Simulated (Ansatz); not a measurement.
# MoTe2, pressure series

Take MoTe₂ (space group P6_3/mmc, No. 194; layered, stacked along the Cartesian z axis) as the base.

```
CELL_PARAMETERS angstrom
      3.49664     0.00000     0.00000
     -1.74832     3.02818     0.00000
      0.00000     0.00000    13.69594
ATOMIC_POSITIONS crystal
  Te 0.66667 0.33333 0.38268
  Te 0.33333 0.66667 0.88268
  Te 0.33333 0.66667 0.61732
  Te 0.66667 0.33333 0.11732
  Mo 0.66667 0.33333 0.75000
  Mo 0.33333 0.66667 0.25000
```

Cell and atoms are relaxed at each pressure.

Method: PBE-D3(BJ) in Ansatz (plane waves to 420 eV, PAW, no SOC).

Before the change:

```
Quantity    Value
--------  -------
Band gap  0.60 eV
```

Q: The aim is a band gap between 0.77 eV and 0.84 eV. Which of these changes reaches it?
A. pressure 7.5 GPa
B. pressure 0.3 GPa
C. pressure −2 GPa
D. pressure 0.7 GPa
E. pressure 5 GPa

A: C, pressure −2 GPa. It gives 0.80 eV; pressure 0.7 GPa gives 0.54 eV; pressure 7.5 GPa gives zero; pressure 5 GPa gives 0.19 eV; pressure 0.3 GPa gives 0.58 eV. Changes not listed may reach it too

Spin-orbit coupling, missing from the scalar runs, can matter with Te. Load acts through the strain it causes; cell and atoms are relaxed under it. Stability against distortions was not tested. Competing high-pressure phases were not computed. All final runs are without spin polarisation. Gaps under 0.05 eV, about the width of the smearing, are given as zero. The program warned that a D3 coordination switch lies within reach, so dispersion energies are less smooth here. The zero or small gap of MoTe2 under pressure 7.5 GPa and MoTe2 under pressure 5 GPa can change with the level of theory.

Ansatz is a first-principles code.
